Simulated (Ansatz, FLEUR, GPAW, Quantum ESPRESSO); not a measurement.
**Code comparison for Mg₆AlCd (P1, 8 atoms in the cell)**

Self-consistent single point, at a second geometry (atoms moved at random). First geometry:

```
Mg6AlCd
1.0
    5.07313     0.00000     0.00000
    0.00000     3.13382     5.46912
    0.00000    -3.13382     5.46912
Mg Al Cd
6 1 1
Cartesian
  0.00000  -1.56491   6.38563
  0.00000   1.56491   6.38563
  0.00000   0.00000   3.64276
  2.53656  -1.58346   4.54046
  2.53656   1.58346   4.54046
  2.53656   0.00000   1.82603
  0.00000   0.00000   9.14480
  2.53656   0.00000   7.28705
```

Second geometry:
```
CELL_PARAMETERS angstrom
      5.07313     0.00000     0.00000
      0.00000     3.13382     5.46912
      0.00000    -3.13382     5.46912
ATOMIC_POSITIONS crystal
  Mg 0.99968 0.33447 0.83388
  Mg 0.00481 0.83688 0.33686
  Mg 0.99265 0.32057 0.33370
  Mg 0.51385 0.16016 0.66277
  Mg 0.50875 0.68104 0.16737
  Mg 0.49843 0.15603 0.16034
  Al 0.98496 0.83844 0.84237
  Cd 0.49686 0.67241 0.66270
```

Shared settings, as Ansatz (a first-principles code) writes them: kpoints.mp_grid.grid = 3 3 3; scf.occupations.method = fermi_dirac; scf.occupations.width = 0.1 eV. Potentials and cutoffs stand in the table.

| code | model | ΔF from the first geometry (meV/atom) | pressure (GPa) | largest force (eV/Å) | cutoff |
|---|---|---|---|---|---|
| Quantum ESPRESSO | PBEsol, GBRV 1.5 ultrasoft (PBESOL) pseudopotentials | 10.2 | -1.07 | 0.515 | 40 Ry |
| FLEUR | PBEsol, all-electron FLAPW (FLEUR), scalar-relativistic valence | 10.3 | – | 0.516 | Kmax 3.8 1/bohr |
| Ansatz | PBEsol, PAW files made with PBE | 10.2 | -1.02 | 0.514 | default |
| GPAW | PBEsol, GPAW PAW datasets PBEsol (made by gpaw-setup) | 10.3 | -1.06 | 0.515 | 850 eV |

Size of the force on each atom (eV/Å): Sizes of forces hide their directions.

```json
[
 {"code": "Quantum ESPRESSO", "Mg1": "0.098", "Mg2": "0.156", "Mg3": "0.331", "Mg4": "0.333", "Mg5": "0.515", "Mg6": "0.377", "Al7": "0.265", "Cd8": "0.189"},
 {"code": "FLEUR", "Mg1": "0.100", "Mg2": "0.158", "Mg3": "0.332", "Mg4": "0.334", "Mg5": "0.516", "Mg6": "0.379", "Al7": "0.269", "Cd8": "0.192"},
 {"code": "Ansatz", "Mg1": "0.100", "Mg2": "0.158", "Mg3": "0.331", "Mg4": "0.333", "Mg5": "0.514", "Mg6": "0.376", "Al7": "0.267", "Cd8": "0.191"},
 {"code": "GPAW", "Mg1": "0.104", "Mg2": "0.161", "Mg3": "0.332", "Mg4": "0.334", "Mg5": "0.515", "Mg6": "0.378", "Al7": "0.269", "Cd8": "0.188"}
]
```

A dash marks a value that a program does not give, or that is left out as unsure.

The spread over the programs that give each value: ΔF from the first geometry within 0.1 meV/atom; pressure within 0.05 GPa; largest force within 0.002 eV/Å.

FLEUR treats all electrons, but the usual bases taken here (sphere radii, linearisation, local orbitals, empty states) were not tested for convergence, so the values are no reference for the others. Ansatz's pressure is given at a fixed set of plane waves, as the other plane-wave codes print theirs.

The shared mesh is coarse (it stands for a supercell whose shortest vector is 15 Å), so the values are not converged in it.

The starting cell comes from a database of computed structures (which also holds hypothetical and non-ambient phases and stackings), without a prior relaxation at this level. For this run, on top of that: atoms moved at random.

Left out of this page: CP2K (unsound by tests on forces, stress, charge or solver warnings).

Keys are those of Ansatz 0.2.
